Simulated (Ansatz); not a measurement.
**Thickness series in PtSe2**

The reference is PtSe₂ in the CdI2 type structure (space group P-3m1, No. 164; a = 3.772 Å, c = 4.818 Å; layered).

Free-standing slabs (3 atom(s) a layer) normal to the stacking axis with 15 Å of vacuum; in-plane cell relaxed.

Levels (all Ansatz, an electronic-structure program, PAW): PBE-D3(BJ) (420 eV, no spin-orbit coupling); PBEsol-D3(BJ) (420 eV, spin-orbit coupling left out).

The base cell above is that of PBE-D3(BJ); each level relaxes its own structures.

```
case      band gap, PBE-D3(BJ)  band gap, PBEsol-D3(BJ)
--------  --------------------  -----------------------
1 layer                1.37 eV                  1.36 eV
2 layers               0.23 eV                        …
3 layers                  zero                        …
```

Problem. What belongs in the blanks?

Solution. 
- 2 layers, band gap, PBEsol-D3(BJ): 0.15 eV
- 3 layers, band gap, PBEsol-D3(BJ): zero

The two levels differ by at most about 0.08 eV. They put the cases in the same order.

Spin-orbit coupling, missing from the scalar runs, can matter with Pt. No phonon test of stability was made. All final runs are without spin polarisation. A zero or small gap of PtSe2 can be the functional's error rather than a property of the material.
